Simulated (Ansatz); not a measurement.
Start from Ru in the hcp (Mg type) structure (space group P6_3/mmc, No. 194; a = 2.705 Å, c = 4.260 Å). Axes: x lies along a and z along c of the hexagonal cell.

Computed with plane-wave PAW DFT at the r2SCAN level (Ansatz, a quantum-chemistry and plane-wave program, 500 eV), no SOC.

Before the change:

- Shortest interatomic distance = 2.641 Å
- Pressure = 0.0 GPa
- Band gap = zero

One thing is altered: uniaxial strain ε_yy = +1.08 %, all other strain components held at zero; the atoms relax in the strained cell.

Task: What does the calculation give for the energy relative to the base, shortest interatomic distance, pressure and band gap after the change?

Result: The energy grows by 2.9 meV/atom; the shortest interatomic distance grows by 0.004 Å (2.641 Å → 2.645 Å); the pressure (mean of the normal stresses, compression positive) goes from zero to -3.4 GPa; the band gap is still zero.

Without a gap, meshes like the base's 20×20×11 leave anisotropic stresses uncertain by several tenths of a GPa, and small strain energies with them. Whether these cells are dynamically stable was not tested. The final runs are not spin-polarised.
